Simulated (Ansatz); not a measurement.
Take FeGe in the rock salt structure (space group Fm-3m, No. 225; ferromagnetic; a hypothetical phase, not in the database extracts checked) as the base.

```
CELL_PARAMETERS angstrom
      0.00000     2.51095     2.51095
      2.51095     0.00000     2.51095
      2.51095     2.51095     0.00000
ATOMIC_POSITIONS crystal
  Ge 0.00000 0.00000 0.00000
  Fe 0.50000 0.50000 0.50000
```

Method: Kohn–Sham DFT with the r2SCAN functional, run in Ansatz (a first-principles code) with PAW and 500 eV plane waves, no SOC.

Base values:

| Property | Value |
|---|---|
| Magnetic state | ferromagnetic |
| Lattice parameter a | 9.490 bohr |

Now apply this change: Ga takes the place of Ge on all its sites, then cell and atoms are relaxed.

Tabulated Pauling electronegativity and covalent radius: Ge 2.01, 1.20 Å; Ga 1.81, 1.22 Å.

Task: How does this affect the magnetic state?

Result: The magnetic state is still ferromagnetic.

Task: How does this affect the lattice parameter a?

Result: The lattice parameter a decreases by 0.019 bohr (9.490 bohr → 9.471 bohr).

The magnetic state is the one reached from the starting moments; the real material's order can differ, and small cells can't hold many antiferromagnetic ones. No phonon test of stability was made. As relaxed here, GaFe is a hypothetical phase, not in the database extracts checked.
